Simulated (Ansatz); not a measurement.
The starting structures come from a database of crystals and need not be the phases stable at ambient conditions.

By PBEsol, the system below comes out a metal.

Without scattering a metal conducts by its projected Fermi surface.

Input:

```
CELL_PARAMETERS angstrom
      4.80621     0.00000     0.00000
      0.00000     6.58636     0.00000
      2.40310     0.00000     4.16230
ATOMIC_POSITIONS crystal
  Nb 0.50000 0.83333 0.00000
  Nb 0.00000 0.50000 0.50000
  Nb 0.50000 0.16667 0.50000
  Si 0.31631 0.50000 0.84184
  Si 0.15815 0.16667 0.15815
  Si 0.84185 0.83333 0.31631
  Si 0.68369 0.50000 0.15815
  Si 0.84185 0.16667 0.84184
  Si 0.15816 0.83333 0.68369
```

Space group of this cell: P6_222. The cell is taken as given; by PBEsol its mean pressure is -3.1 GPa.

The current flows along the normal of the first two printed cell vectors, the (100) plane of the conventional cell. No spin-orbit coupling; the value is a mean over 0.1 eV about the Fermi level.

**Question.** Give the ballistic conductance per area that Ansatz (a quantum-chemistry and plane-wave program) with PBEsol yields.

**Answer.** 0.36 × 10¹⁵ S/m² for both spins.
